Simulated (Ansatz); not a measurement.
The reference is Si in the diamond structure (space group Fd-3m, No. 227; a = 5.434 Å). Axes: x, y, z lie along the cube axes.

Now apply this change: biaxial strain −2.62 %, plane normal [001], relaxed out of plane (Cartesian); in-plane vectors clamped, the third vector and the atoms free.

Levels (all Ansatz, a quantum-chemistry and plane-wave program, PAW): PBEsol (420 eV, spin-orbit coupling left out); PBEsol+SOC (420 eV, spin-orbit coupling included).

The geometry is relaxed with PBEsol.

PBEsol valence-band top at Γ: 0.00, 0.00, -0.36 eV
PBEsol smallest direct gap: 2.37 eV
PBEsol band gap: 0.15 eV

Q: Predict the valence-band top at Γ, smallest direct gap and band gap from PBEsol+SOC.

A: The valence-band top at Γ (three highest Kramers pairs, from the VBM) goes from 0.00, 0.00, -0.36 eV to 0.00, -0.03, -0.37 eV; the smallest direct gap falls by 0.03 eV (2.37 eV → 2.34 eV); the band gap falls by 0.02 eV (0.15 eV → 0.13 eV).

Single points use the geometry relaxed with PBEsol. The spin-orbit shifts are approximate. Stability against distortions was not tested. The zero or small gap of Si under biaxial strain −2.62 %, plane normal [001], relaxed out of plane can change with the level of theory.
